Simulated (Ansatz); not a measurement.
The starting structures come from a database of crystals and need not be the phases stable at ambient conditions.

 Where the default PAW files enter, the runs use the earlier of Ansatz's two default sets.

Given:

```
KAsF6
1.0
    4.85748     0.00000     0.00000
   -1.36916     6.21812     0.00000
   -0.68458     3.10906     3.66882
K As F
1 1 6
Direct
  0.50000   0.50000   0.00000
  0.00000   0.00000   0.00000
  0.92068   0.25450   0.00000
  0.07932   0.74550   0.00000
  0.25450   0.25450   0.66618
  0.74550   0.74550   0.33382
  0.25450   0.92068   0.33382
  0.74550   0.07932   0.66618
```

Space group of this cell: R-3m. The cell is taken as given; by PBEsol its mean pressure is 1.8 GPa.

Transport runs along the normal of the first two printed cell vectors, the (110) plane of the conventional cell.

No gap correction and no spin-orbit coupling; mid-gap values are interpolated between computed energies.

Question: State the band gap and the smallest decay constant κ at mid-gap according to PBEsol (Ansatz, a quantum-chemistry and plane-wave program).

Answer: Gap 5.32 eV on a 8×8×8 mesh; κ = 0.522 1/Å, at the zone centre.
